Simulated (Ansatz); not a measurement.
Consider Se (space group P3_121, No. 152; a = 4.039 Å, c = 5.120 Å; made of chains).

One thing is altered: an isotropic linear strain of −3.31 %; the atoms relax in the strained cell.

Levels (all Ansatz, an electronic-structure program, PAW, earlier PAW set): PBEsol (420 eV, spin-orbit coupling left out); HSE06+SOC (420 eV, spin-orbit coupling included).

The geometry is relaxed with PBEsol.

| Item | Value |
|---|---|
| PBEsol lowest conduction level above the VBM at special points | A 0.23 eV; H 0.44 eV; M 0.97 eV; Γ 1.24 eV |

Problem. What does HSE06+SOC give at this geometry for the lowest conduction level above the VBM at special points?

Solution. The lowest conduction level above the VBM at special points becomes A 0.76 eV; H 1.02 eV; M 1.54 eV; Γ 1.63 eV (PBEsol: A 0.23 eV; H 0.44 eV; M 0.97 eV; Γ 1.24 eV).

Single points use the geometry relaxed with PBEsol. HSE06 gaps are upper bounds (no full band path). The spin-orbit shifts are approximate. The levels and masses belong to the bands next to the band gap. No phonon test of stability was made. No dispersion term is included in the PBEsol runs.
